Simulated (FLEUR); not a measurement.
# Equation of state of wurtzite SiC (space group 186): energy against volume (FLEUR, LDA)

```xyz
4
Lattice="2.9602 0.0000 0.0000 -1.4801 2.5636 0.0000 0.0000 0.0000 4.8536" Properties=species:S:1:pos:R:3 pbc="T T T"
Si     0.0000     1.7091     0.0000
Si     1.4801     0.8545     2.4268
C      0.0000     1.7091     1.8201
C      1.4801     0.8545     4.2469
```

Level of theory: LDA (Perdew-Zunger), all-electron FLAPW (FLEUR), scalar-relativistic valence in FLEUR. Settings: Kmax = 4.67 1/bohr; GmaxXC = 18.7 1/bohr; xcFunctional = pz; jspins = 1; l_soc = F; mode = hist; fermiSmearingEnergy = 0.00036749 Htr; mesh (inpgen div1-3) = 12 12 7; inpgen gamma flag = true; Gmax = 18.7 1/bohr; numbands = 0; maxIterBroyd = 15; imix = Anderson; alpha = 0.05; precondParam = 0; minDistance = 1e-05 me/bohr^3. The cell above is the first row's. The rows scale it uniformly. In all rows fractional positions and the k mesh are held. E is the free energy at the stated smearing, counted from the lowest row.

```csv
V (Å^3/atom),E (meV/atom)
9.208,?
9.408,47.87
9.609,25.45
9.809,10.43
10.009,2.15
10.209,0.00
10.409,3.51
10.610,12.01
10.810,25.14
```

Q: Using the third-order Birch-Murnaghan form, a cubic in V^(-2/3), estimate the missing E at V = 9.208 from the other rows, showing the fit.

A: With u = V^(-2/3) - 0.214, the rows have u = 0.010389, 0.007249, 0.004231, 0.001314, -0.001507, -0.004238, -0.006895, -0.009458. Least squares gives E = 0.463 + 829.76·u + 361731·u² - 210593·u³. Residuals (row less fit): -0.019, 0.044, -0.003, -0.027, -0.035, 0.051, 0.002, -0.012; standard error 0.042 (degrees of freedom: 4). Its minimum lies at u = -0.001146, so V0 = (0.212854)^(-3/2) = 10.18. There d²E/du² = 724900 and d³E/du³ = -1264000, so B0 = (4/9) × 10.18^(-7/3) × 724900 × 0.160218 = 230 GPa (the last factor turns the table's units into GPa), and B0' = 4 + (2/3) × 0.212854 × (-1264000)/724900 = 3.8. At the withheld row, u = 0.013627, so E = 0.463 + 829.76 × 0.013627 + 361731 × 0.013627² - 210593 × 0.013627³ = 78.409 meV/atom. The calculation gives 78.56 meV/atom, 0.151 meV/atom above the prediction (0.2 % of the range of E in the table). The row lies outside the fitted rows, so this is an extrapolation. From the scatter of the fitted rows alone, a prediction at this place has a standard error of 0.123 meV/atom, so the miss is 1.2 times that.

Carrying the step between the two nearest rows on in a straight line would have given 70.18, off by 8.38; series whose last step already gives the withheld value aren't shown. The scan was laid around a cell of about the measured size, scaled by a guess for this functional; axis ratios and inner coordinates come from that cell. This is the 2H polytype. The runs keep the symmetry of the cell, so they don't test it for distortions. Values depend on the basis (sphere radii, cutoffs, local orbitals), which need not be converged. The shape of the cell and the inner coordinates aren't relaxed, so V0 and B0 belong to this uniform scaling; a relaxed crystal lies no higher in energy and is usually softer. Cutoffs and mesh are single choices, not tested for convergence of this quantity. Series with a scatter that would blur these digits, or in which a gap closes, are not shown. Nor are scans whose minimum lies at an end fitted in this form.
